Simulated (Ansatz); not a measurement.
KTaO₂ (model structure, started from the NaNbO2 type, P6₃/mmc, No. 194, 8 atoms in the cell): properties by level of theory

| level (code) | lattice constant a (Å) | c axis length (Å) | bulk modulus (GPa) | cohesive energy (eV/atom) | band gap (eV) |
|---|---|---|---|---|---|
| LDA (Ansatz) | (withheld) | (withheld) | 174 | 7.02 | 1.15 |
| PBE (Ansatz) | 3.021 | 13.011 | 143 | 5.86 | (withheld) |
| PBEsol (Ansatz) | (withheld) | 12.807 | (withheld) | 6.34 | (withheld) |
| r²SCAN (Ansatz) | (withheld) | 12.928 | (withheld) | 5.92 | (withheld) |

Task: Some entries are withheld; supply them.

Result: 
- LDA (Ansatz, a quantum-chemistry and plane-wave program), lattice constant a (Å): 2.959
- LDA (Ansatz), c axis length (Å): 12.634
- PBE (Ansatz), band gap (eV): 0.95
- PBEsol (Ansatz), lattice constant a (Å): 2.985
- PBEsol (Ansatz), bulk modulus (GPa): 158
- PBEsol (Ansatz), band gap (eV): 1.01
- r²SCAN (Ansatz), lattice constant a (Å): 2.992
- r²SCAN (Ansatz), bulk modulus (GPa): 162
- r²SCAN (Ansatz), band gap (eV): 1.53

Computed values are for a static lattice. Spin–orbit coupling is included only where a level's name says +SOC; with heavier elements it mostly lowers gaps and can invert bands.  Each level is taken at its own relaxed cell. Cutoffs differ between the levels. Ansatz's density-functional and Hartree–Fock values are scalar-relativistic unless marked +SOC, with PAW data made under PBE.

Caveats: the bulk modulus is −V dP/dV from two relaxed cells at ±2 % in volume (LDA, PBE, PBEsol, r²SCAN). Ansatz's density-functional and Hartree–Fock values are scalar-relativistic unless marked +SOC, with PAW data made under PBE.

Free atoms are spin-polarised, in the lowest state found; at levels without +SOC their spin–orbit coupling is left out.

A model structure was made by putting elements into a prototype or built by hand; it is no filed structure, need not be a known phase, and can be a saddle point held by its symmetry.
